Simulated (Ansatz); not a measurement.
Start from Cu$_{3}$N (space group Pm-3m, No. 221; a = 3.765 Å).

All numbers come from PBEsol (Ansatz, an electronic-structure program, PAW, spin-orbit coupling left out).

Base values:

* **Valley order**: M along ⟨110⟩ 0.02 eV; Γ 1.10 eV
* **Shortest interatomic distance**: 1.882 Å

It is then changed as follows: a negative pressure, −1 GPa.

Task: What does the calculation give for the valley order after the change?

Result: The valley order (the lowest conduction-band minima on the path, energy above the VBM, named in the base's zone) changes from M along ⟨110⟩ 0.02 eV; Γ 1.10 eV to M along ⟨110⟩ 0.04 eV; Γ 1.07 eV.

Task: What happens to the shortest interatomic distance?

Result: The shortest interatomic distance grows by 0.005 Å, from 1.882 Å to 1.887 Å.

Load acts through the strain it causes; cell and atoms are relaxed under it. Stability against distortions was not tested. The final runs are not spin-polarised.
